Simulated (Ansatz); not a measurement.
Amorphous Ga₂₄O₃₉Mo, 64 atoms at 4.89 g/cm³, one PBE-relaxed geometry, zone centre. Methods: PBE, scalar-relativistic without spin-orbit coupling (Ansatz, a first-principles code); r2SCAN, scalar-relativistic without spin-orbit coupling (Ansatz); HSE06, scalar-relativistic without spin-orbit coupling (Ansatz). Plane waves to 420 eV (r2SCAN 500 eV); exact exchange is cut at the cell's faces. At PBE the levels at both edges of the gap are localised (band-tail or defect states), and the nearest spread-out levels lie 2.3 eV apart at the zone centre. The higher rungs were started with moments on some atoms, which died out.

The cell was made by melting and quenching with the CHGNet potential and then relaxed with DFT. O atoms were pushed apart under 1.9 Å during the dynamics, to hinder bonds among them. The hot cell started wider than the set density and was brought back towards it in steps. It is the lowest in DFT energy of 2 quenches. It is a model cell: composition and starting density were chosen by hand, and all elements were melted together. No dispersion term was used. Its density started from a set value of 4.95 and ended at 4.89 g/cm³. The quench (nominally 220 K/ps over its main leg) was far faster than any real one, so the model tends to hold more defects than a real film. One small periodic cell is one sample of the glass; other quenches scatter about these values. Volume and shape were free in the relaxation.

The relaxation ran on the zone centre alone. At PBE the gap between localised states is 1.30 eV on a 2×2×2 Γ-centred mesh, and the spacing at the zone centre alone 1.36 eV.

### Question
What zone-centre spacing does r2SCAN give, roughly?

### Answer
1.57 eV (+0.21 eV against PBE).

### Question
What zone-centre spacing does HSE06 give, roughly?

### Answer
2.66 eV (+1.30 eV against PBE).

The highest filled and the lowest empty state spread over these numbers of atoms (participation numbers): PBE: 3.5 and 2.9; r2SCAN: 3.4 and 2.7; HSE06: 3.4 and 2.6.
